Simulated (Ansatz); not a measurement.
# Carrier properties of Ge (Fd-3m)

Given:

```
CELL_PARAMETERS angstrom
      0.00000     2.83797     2.83797
      2.83797     0.00000     2.83797
      2.83797     2.83797     0.00000
ATOMIC_POSITIONS crystal
  Ge 0.50000 0.50000 0.50000
  Ge 0.75000 0.75000 0.75000
```

All values below come from HSE06, rigid bands (plane waves, PAW, scalar-relativistic; Ansatz, a quantum-chemistry and plane-wave program). How the cell was made: cell and atoms relaxed with PBEsol.

The band gap is 0.77 eV, the electron conductivity mass (300 K, dilute) is 0.121 mₑ and the effective density of states N_c (300 K) is 9.0e18 cm⁻³. The density-of-states mass, electrons is 0.51 mₑ and the Seebeck coefficient, n-type 1e19 cm⁻³, 300 K comes out as -226 μV/K.

Rigid bands; masses and Seebeck coefficients take one relaxation time τ for all states and one kind of carrier; polarons and phonon drag are left out. Spin-orbit coupling is left out. Geometry: cell and atoms relaxed with PBEsol.
